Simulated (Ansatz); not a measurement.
Base system: Ti₅Si₃ (space group P6_3/mcm, No. 193; a = 7.404 Å, c = 5.069 Å). Axes: x lies along a and z along c of the hexagonal cell.

Calculations: Ansatz (an electronic-structure program), PBEsol, PAW, cutoff 420 eV, scalar-relativistic without spin-orbit coupling.

Strains are applied to the cell and any free atomic positions relax; under biaxial strain the out-of-plane vector relaxes too.

One change was made to it. Results:

```tsv
quantity	base	after
pressure (mean of the normal stresses, compression positive)	0.0 GPa	8.1 GPa
shortest interatomic distance	2.534 Å	2.482 Å
band gap	zero	zero
```

Task: Which of these changes matches the shifts?
A) isotropic strain −4.05 %
B) strain tensor (xx, yy, zz, yz, xz, xy) = (+0.01, −0.36, −0.37, −0.21, +1.18, −0.07) %
C) biaxial strain −2.74 %, plane normal [001], relaxed out of plane

Result: C, biaxial strain −2.74 %, plane normal [001], relaxed out of plane. For comparison, the pressure in the other runs: strain tensor (xx, yy, zz, yz, xz, xy) = (+0.01, −0.36, −0.37, −0.21, +1.18, −0.07) % gives 1.1 GPa; isotropic strain −4.05 % gives 24.0 GPa.

Without a gap, meshes like the base's 6×6×8 leave anisotropic stresses uncertain by several tenths of a GPa, and small strain energies with them. Stability against distortions was not tested. All final runs are without spin polarisation.
